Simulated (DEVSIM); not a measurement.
Structure: Si n-p junction from an implanted or diffused profile, at 300 K.

| layer (left to right) | material | thickness (μm) | Na (cm⁻³) | τn (s) | τp (s) |
|---|---|---|---|---|---|
| 1 | Si | 3.20 | 5.5e16 | 1.4e-7 | 1.4e-7 |

Added donor profile: 1.8e18 cm⁻³ × exp(−(x − 0.02 μm)²/(2·(0.023 μm)²)). Left contact: ohmic. Right contact: ohmic. Voltage is applied to the left contact. Recombination: SRH at mid-gap, radiative, Auger. Mobility is constant in doping.

This is a model device: material constants are rounded textbook-type values typed into the input, and sizes, dopings and lifetimes were drawn at random. Values at 300 K.

```csv
parameter,Si
gap (eV),1.124
affinity (eV),4.05
permittivity,11.7
Nc (cm⁻³),2.86e19
Nv (cm⁻³),3.1e19
μn (cm²/Vs),1417
μp (cm²/Vs),470
B (cm³/s),4.7e-15
Cn (cm⁶/s),2.8e-31
Cp (cm⁶/s),9.9e-32
```

Model (solved in DEVSIM): 1D drift-diffusion, Boltzmann statistics, complete ionisation; no tunnelling, impact ionisation, image-force lowering or self-heating.

Q: Give the dark forward current.

A: 
```json
[
 {"V (V)": "-0.05", "J (A/cm²)": "-1.2e-8"},
 {"V (V)": "-0.10", "J (A/cm²)": "-4.6e-8"},
 {"V (V)": "-0.15", "J (A/cm²)": "-1.5e-7"},
 {"V (V)": "-0.20", "J (A/cm²)": "-5.2e-7"},
 {"V (V)": "-0.25", "J (A/cm²)": "-2.1e-6"},
 {"V (V)": "-0.30", "J (A/cm²)": "-1.1e-5"},
 {"V (V)": "-0.35", "J (A/cm²)": "-6.2e-5"},
 {"V (V)": "-0.40", "J (A/cm²)": "-0.00040"},
 {"V (V)": "-0.45", "J (A/cm²)": "-0.0027"},
 {"V (V)": "-0.50", "J (A/cm²)": "-0.018"},
 {"V (V)": "-0.55", "J (A/cm²)": "-0.12"},
 {"V (V)": "-0.60", "J (A/cm²)": "-0.85"},
 {"V (V)": "-0.65", "J (A/cm²)": "-5.8"},
 {"V (V)": "-0.70", "J (A/cm²)": "-39"},
 {"V (V)": "-0.75", "J (A/cm²)": "-220"},
 {"V (V)": "-0.80", "J (A/cm²)": "-910"},
 {"V (V)": "-0.85", "J (A/cm²)": "-2500"}
]
```
